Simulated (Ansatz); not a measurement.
# TaN, response to strain

Base system: TaN in the rock salt structure (space group Fm-3m, No. 225; relaxed with 0.1 eV smearing).

```xyz
2
Lattice="0.0000 2.1880 2.1880 2.1880 0.0000 2.1880 2.1880 2.1880 0.0000" Properties=species:S:1:pos:R:3 pbc="T T T"
N      0.0000     0.0000     0.0000
Ta     2.1880     2.1880     2.1880
```

Strains are applied to the cell and any free atomic positions relax.

The values are results of PBEsol (Ansatz, a quantum-chemistry and plane-wave program), no spin-orbit coupling, not measurements.

```json
[
 {"isotropic strain (%)": "-5.01", "pressure (GPa)": "77.1"},
 {"isotropic strain (%)": "-2.47", "pressure (GPa)": "?"},
 {"isotropic strain (%)": "-0.75", "pressure (GPa)": "8.5"},
 {"isotropic strain (%)": "-0.71", "pressure (GPa)": "8.0"},
 {"isotropic strain (%)": "0", "pressure (GPa)": "0.0"}
]
```

Question: Fit P = P₀ − Bδ + Cδ² with δ = (1 + ε)³ − 1 to the rows shown and predict the withheld row.

Answer: Least squares on the printed values gives P₀ = 0.0 GPa, B = 351 GPa, C = 1320 GPa (largest residual 0.0 GPa); this predicts 32.3 GPa, and the run gives 31.6 GPa, 0.7 lower.

Whether these cells are dynamically stable was not tested. All final runs are without spin polarisation. This is not the structure that TaN has at room temperature and ambient pressure.
